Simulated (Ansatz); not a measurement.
Results of BLYP in Ansatz (plane waves, PAW) for AlB2-type HfB2.

Numerical settings: plane-wave cutoff 520 eV, 18×18×12 k mesh (along the axes of the cell as run), Fermi–Dirac smearing 0.1 eV, perturbation theory, scalar-relativistic PAW data made under PBE.

Computed at the level's own relaxed cell.

```
HfB2
1.0
    3.15826     0.00000     0.00000
   -1.57913     2.73514     0.00000
    0.00000     0.00000     3.55401
Hf B
1 2
Direct
  0.00000   0.00000   0.00000
  0.66667   0.33333   0.50000
  0.33333   0.66667   0.50000
```

Harmonic phonon frequencies (cm⁻¹; i marks an imaginary mode):

```csv
q point,frequencies
Γ,0 0 0 404 404 430 496 756 756
M,152 155 199 498 500 506 665 681 725
K,164 180 180 509 509 629 629 635 718
```

No imaginary mode appears at these points.

Ansatz is a program for electronic structure.
